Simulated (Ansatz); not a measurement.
The reference is MgO in the rock salt structure (space group Fm-3m, No. 225; a = 4.204 Å). Axes: x, y, z lie along the cube axes.

Calculations: plane-wave PAW DFT at the r2SCAN level (Ansatz, a program for electronic structure, 500 eV), spin-orbit coupling left out.

Strains are applied to the cell and any free atomic positions relax; under biaxial strain the out-of-plane vector relaxes too.

One change was made to it. Results:

| quantity | base | after |
|---|---|---|
| valence-band top at Γ (three highest levels, from the VBM) | 0.00, 0.00, 0.00 eV | 0.00, 0.00, -0.06 eV |
| band gap | 5.68 eV | 5.45 eV |
| energy relative to the base (free energy F) | 0 meV/atom | +4.3 meV/atom |

Problem. Which of these changes matches the shifts?
(A) biaxial strain +0.50 %, plane normal [001], relaxed out of plane
(B) biaxial strain +2.00 %, plane normal [001], relaxed out of plane
(C) biaxial strain +3.00 %, plane normal [001], relaxed out of plane
(D) biaxial strain +1.50 %, plane normal [001], relaxed out of plane

Solution. D, biaxial strain +1.50 %, plane normal [001], relaxed out of plane. For comparison, the band gap in the other runs: biaxial strain +3.00 %, plane normal [001], relaxed out of plane gives 5.22 eV; biaxial strain +2.00 %, plane normal [001], relaxed out of plane gives 5.37 eV; biaxial strain +0.50 %, plane normal [001], relaxed out of plane gives 5.61 eV.

Stability against distortions was not tested.
